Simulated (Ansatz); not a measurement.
# HgTe (P3₂21, No. 154, 6 atoms in the cell; start mp-1071269; a measured phase of this formula has another space group)

The numbers are results of r²SCAN+rVV10 (PAW; Ansatz, a first-principles code), not measurements.

Run with plane-wave cutoff 500 eV, 12×12×4 k mesh (along the axes of the cell as run), Fermi–Dirac smearing 0.05 eV, scalar-relativistic PAW data made under PBE.

Cell (relaxed at this level):

```
CELL_PARAMETERS angstrom
      4.55809     0.00000     0.00000
     -2.27904     3.94742     0.00000
      0.00000     0.00000    10.28203
ATOMIC_POSITIONS crystal
  Hg 0.66223 0.66223 0.00000
  Hg 0.33777 0.00000 0.66667
  Hg 0.00000 0.33777 0.33333
  Te 0.53056 0.53056 0.50000
  Te 0.46944 0.00000 0.16667
  Te 0.00000 0.46944 0.83333
```

| Quantity | Value |
|---|---|
| band gap | 0.68 eV (on the SCF k mesh) |

Note: the relaxation could not lower the start's symmetry, so the cell can be a saddle point above a distorted one.

Spin–orbit coupling is not included; with these elements it can move the gap by several tenths of an eV or more.

The computed numbers hold no vibrational or temperature effects.

A start named mp-… is a Materials Project structure, which need not be a measured phase.
